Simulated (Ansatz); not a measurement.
Thickness series in PtSe2

Take PtSe$_{2}$ in the CdI2 type structure (space group P-3m1, No. 164; layered) as the base.

```
CELL_PARAMETERS angstrom
      3.77238     0.00000     0.00000
     -1.88619     3.26698     0.00000
      0.00000     0.00000     4.81834
ATOMIC_POSITIONS crystal
  Pt 0.00000 0.00000 0.00000
  Se 0.66667 0.33333 0.26556
  Se 0.33333 0.66667 0.73444
```

Free-standing slabs (3 atom(s) a layer) normal to the stacking axis with 15 Å of vacuum; in-plane cell relaxed.

The values are results of DFT with PBE-D3(BJ), PAW potentials and a 420 eV plane-wave cutoff in Ansatz (a quantum-chemistry and plane-wave program), scalar-relativistic without spin-orbit coupling, not measurements.

Notes on the quantities. excess energy per area of both faces: slab less bulk energy over the cell's area: twice a surface energy; uncertain by up to 0.2 J/m².

```tsv
variant	excess energy per area of both faces	band gap	in-plane lattice parameter a	thickness between the outermost nuclei
base	–	zero	3.772 Å	–
1 layer	0.65 J/m²	1.37 eV	3.707 Å	2.65 Å
2 layers	0.7 J/m²	…	…	…
3 layers	0.7 J/m²	zero	3.748 Å	12.40 Å
4 layers	0.7 J/m²	zero	3.754 Å	17.23 Å
```

**Question.** Complete the table.

**Answer.** 
- 2 layers, band gap: 0.23 eV
- 2 layers, in-plane lattice parameter a: 3.735 Å
- 2 layers, thickness between the outermost nuclei: 7.58 Å

Slab and bulk use different k-meshes, which limits the precision of the excess energy. Spin-orbit coupling, missing from the scalar runs, can matter with Pt. Stability against distortions was not tested. The final runs are not spin-polarised. The zero or small gap of PtSe2 can change with the level of theory.
